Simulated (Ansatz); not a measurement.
## Phonon-limited transport in Hf$_{2}$CS (P6_3/mmc)

Here is the system:

```xyz
8
Lattice="3.3455 0.0000 0.0000 -1.6728 2.8973 0.0000 0.0000 0.0000 11.9483" Properties=species:S:1:pos:R:3 pbc="T T T"
Hf     0.0000     1.9315     4.7724
Hf     1.6728     0.9658     7.1759
Hf     1.6728     0.9658    10.7465
Hf     0.0000     1.9315     1.2017
C      0.0000     0.0000     5.9741
C      0.0000     0.0000     0.0000
S      1.6728     0.9658     2.9871
S      0.0000     1.9315     8.9612
```

All values below come from PBEsol, DFPT electron-phonon coupling, linearised Boltzmann equation (plane waves, PAW, scalar-relativistic; Ansatz, a first-principles code). How the cell was made: relaxed with this functional, without spin-orbit coupling.

* **resistivity at 300 K**: 10.5 (x), 10.5 (y), 17.3 (z) μΩ·cm
* **electron mean free path at 300 K (weighted by the current that each state carries)**: 26 (x), 26 (y), 25 (z) nm
* **electron-phonon coupling λ**: 0.134
* **transport coupling λ_tr**: 0.139
* **logarithmic mean phonon energy**: 26 meV
* **density of states at the Fermi level**: 0.55 states/(eV·spin·cell)
* **Tc for μ* = 0.10 (anisotropic Eliashberg)**: below 1 K
* **Tc for μ* = 0.13 (anisotropic Eliashberg)**: below 1 K

A metal at this level (no band gap). Only scattering by harmonic phonons is included (no impurities, grain boundaries, electron-electron scattering or thermal expansion). Spin-orbit coupling is left out, which matters with elements this heavy. Halving the electron mesh (28x28x8) moves the resistivity by up to 11 % at 300 K, the mean free path by up to 6 %, the coupling by up to 1 %. Smearing 0.20 eV; phonons on a 5x5x2 q mesh, which this run doesn't test and which matters most at low temperature. Tc comes from the anisotropic Migdal-Eliashberg equations with μ*, a chosen number, referred to 39 meV.

Computed structure with no diffraction record at hand here (it may be known, metastable or hypothetical): Hf2CS (P6_3/mmc).
